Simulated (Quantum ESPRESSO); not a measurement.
## A series of runs on a sheet of SnSe2 (3 atoms in the cell)

```yaml
crystal:
  lattice:
    - [3.79759, 0.00000, 0.00000]
    - [-1.89880, 3.28881, 0.00000]
    - [0.00000, 0.00000, 17.09974]
  atoms:
    - { symbol: Sn, position: [0.00000, 0.00000, 0.50000] }
    - { symbol: Se, position: [0.33333, 0.66667, 0.59064] }
    - { symbol: Se, position: [0.66667, 0.33333, 0.40936] }
```

Base run A: revPBE, GBRV 1.5 ultrasoft (PBE) pseudopotentials (Quantum ESPRESSO), self-consistent single point.

Its settings: ecutwfc = 40 Ry; ecutrho = 200 Ry; occupations = smearing; smearing = cold; degauss = 0.0073499 Ry; input_dft = revpbe; potentials = {Sn: sn_pbe_v1.4.uspp.F.UPF, Se: se_pbe_v1.uspp.F.UPF}; K_POINTS = automatic 7 7 1 0 0 0; conv_thr = 1e-10 Ry; mixing_beta = 0.4.

The starting cell was generated: these elements placed on a structure prototype, without a prior relaxation; it need not be a known phase or ordering of this composition. Its lattice was rescaled in the plane by a random factor within 2.5 % of one.

ΔF is the free energy per atom less that of run A. 

```csv
run,mixing_ndim,ΔF (meV/atom),largest force (eV/Å),gap on the mesh (eV),iterations
A,default,0.00,0.800,1.052,12
B,2,0.00,0.800,1.052,13
C,4,0.00,0.800,1.052,12
D,6,0.00,0.800,1.052,12
E,12,0.00,0.800,1.052,12
F,16,0.00,0.800,1.052,12
G,20,0.00,0.800,1.052,12
```

Runs B, C, D, E, F, G reached the same state as A (within 1 meV/atom).
